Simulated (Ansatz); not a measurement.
The starting structures come from a database of crystals and need not be the phases stable at ambient conditions.

 Where the default PAW files enter, the runs use the earlier of Ansatz's two default sets.

Inside the gap of an insulator the Bloch states are evanescent, with a wavenumber k + iκ along the transport direction.

```
CELL_PARAMETERS angstrom
      4.48107     0.00000     0.00000
     -2.24054     3.88072     0.00000
      0.00000     0.00000     7.09985
ATOMIC_POSITIONS crystal
  Mg 0.00000 0.00000 0.00000
  Mg 0.33333 0.66667 0.36662
  Mg 0.66667 0.33333 0.63338
  Sb 0.33333 0.66667 0.77187
  Sb 0.66667 0.33333 0.22813
```

Space group of this cell: P-3m1. The cell is strained (all lengths scaled by 0.98); by r2SCAN its mean pressure is 3.2 GPa.

Transport runs along the normal of the first two printed cell vectors, the (001) plane of the conventional cell.

The gap is the functional's own. No spin-orbit coupling. Mid-gap values are interpolated on the energy grid.

Question: Predict the band gap and the smallest decay constant κ at mid-gap from r2SCAN (Ansatz, a program for electronic structure).

Answer: Gap 0.54 eV on a 12×12×4 mesh; κ = 0.075 1/Å, at the zone centre.
